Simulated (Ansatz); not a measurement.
The starting structures come from a database of crystals and need not be the phases stable at ambient conditions.

By PBEsol, the system below comes out a metal.

Here is the system:

```yaml
crystal:
  lattice:
    - [4.52393, 0.00000, 0.00000]
    - [-2.26196, 3.91784, 0.00000]
    - [2.26196, 1.30595, 3.69377]
  atoms:
    - { symbol: Ta, position: [0.00000, 0.00000, 0.00000] }
    - { symbol: W, position: [0.50000, 0.75000, 0.75000] }
    - { symbol: W, position: [0.50000, 0.25000, 0.25000] }
    - { symbol: W, position: [0.00000, 0.50000, 0.50000] }
```

Space group of this cell: Fm-3m. The cell is taken as given; by PBEsol its mean pressure is -5.3 GPa.

The current flows along the normal of the first two printed cell vectors, the (111) plane of the conventional cell. No spin-orbit coupling; the value is a mean over 0.1 eV about the Fermi level.

Problem. Compute, with PBEsol run with Ansatz (a program for electronic structure), the ballistic conductance per area.

Solution. 0.83 × 10¹⁵ S/m² for both spins.
